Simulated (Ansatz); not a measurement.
**CdS: response to strain**

Base system: CdS in the wurtzite structure (space group P6_3mc, No. 186).

```
CELL_PARAMETERS angstrom
      4.12436     0.00000     0.00000
     -2.06218     3.57180     0.00000
      0.00000     0.00000     6.70817
ATOMIC_POSITIONS crystal
  Cd 0.33333 0.66667 0.00017
  Cd 0.66667 0.33333 0.50017
  S  0.33333 0.66667 0.37683
  S  0.66667 0.33333 0.87683
```

Cartesian axes are those of the cell as printed.

Strains are applied to the cell and any free atomic positions relax.

The values are results of PBEsol (Ansatz, a first-principles code; PAW; 420 eV plane waves; without spin-orbit coupling), not measurements.

Notes on the quantities. energy relative to the base: free energy F; pressure: mean of the normal stresses, compression positive.

```csv
change,energy relative to the base,band gap,pressure
base,0 meV/atom,1.09 eV,0.00 GPa
tensor shear ε_xz = +0.33 %,+0.1 meV/atom,1.09 eV,0.00 GPa
tensor shear ε_xz = +1.67 %,+1.3 meV/atom,1.05 eV,-0.01 GPa
tensor shear ε_xz = +2.00 %,[?],[?],-0.02 GPa
tensor shear ε_xz = +1.33 %,+0.8 meV/atom,1.06 eV,-0.01 GPa
tensor shear ε_xz = +1.00 %,+0.5 meV/atom,1.07 eV,0.00 GPa
tensor shear ε_xz = +0.67 %,+0.2 meV/atom,1.08 eV,0.00 GPa
```

What belongs in the blanks?


- tensor shear ε_xz = +2.00 %, energy relative to the base: +1.9 meV/atom
- tensor shear ε_xz = +2.00 %, band gap: 1.04 eV

Whether these cells are dynamically stable was not tested.
